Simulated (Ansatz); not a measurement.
# PtSe2: point defects

Base system: a 12-atom supercell of PtSe2 in the CdI2 type structure (space group P-3m1, No. 164; a = 3.772 Å, c = 4.818 Å; layered) at its relaxed geometry.

One neutral defect a cell, atoms relaxed at fixed cell.

All numbers come from plane-wave PAW DFT at the PBE-D3(BJ) level (Ansatz, a program for electronic structure, 420 eV), no spin-orbit coupling.

```tsv
case	largest displacement of a host atom from its site in the perfect cell	pressure
perfect supercell	–	0.0 GPa
H interstitial (started 2.41 Å from the nearest host atom), symmetric start	0.02 Å	0.9 GPa
Os on a Pt site, symmetric start	0.05 Å	-0.8 GPa
Li interstitial (started 2.41 Å from the nearest host atom), symmetric start	0.07 Å	3.8 GPa
Li interstitial (started 2.18 Å from the nearest host atom), symmetric start	0.18 Å	4.1 GPa
```

The cell is small, so the values are those of an ordered compound at a high defect concentration; dilute-limit values will differ. The defect started on the symmetric site and kept its symmetry, so it may sit on a saddle. The final runs are not spin-polarised.
